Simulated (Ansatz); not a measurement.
The reference is AlRu in the CsCl type structure (space group Pm-3m, No. 221; a = 2.955 Å; relaxed with 0.1 eV smearing). Axes: x, y, z lie along the cube axes.

Calculations: DFT with LDA, PAW potentials and a 420 eV plane-wave cutoff in Ansatz (a quantum-chemistry and plane-wave program), no spin-orbit coupling.

Strains are applied to the cell and any free atomic positions relax; under biaxial strain the out-of-plane vector relaxes too.

One change was made to it. Results:

The pressure (mean of the normal stresses, compression positive) goes from zero to 2.5 GPa; the energy goes up by 3.0 meV/atom.

**Question.** Which change produced these results?
A. biaxial strain +0.50 %, plane normal [001], relaxed out of plane
B. biaxial strain −1.50 %, plane normal [001], relaxed out of plane
C. biaxial strain −1.00 %, plane normal [001], relaxed out of plane

**Answer.** C, biaxial strain −1.00 %, plane normal [001], relaxed out of plane. For comparison, the energy relative to the base in the other runs: biaxial strain +0.50 %, plane normal [001], relaxed out of plane gives +0.7 meV/atom; biaxial strain −1.50 %, plane normal [001], relaxed out of plane gives +6.8 meV/atom.

Stability against distortions was not tested. All final runs are without spin polarisation.
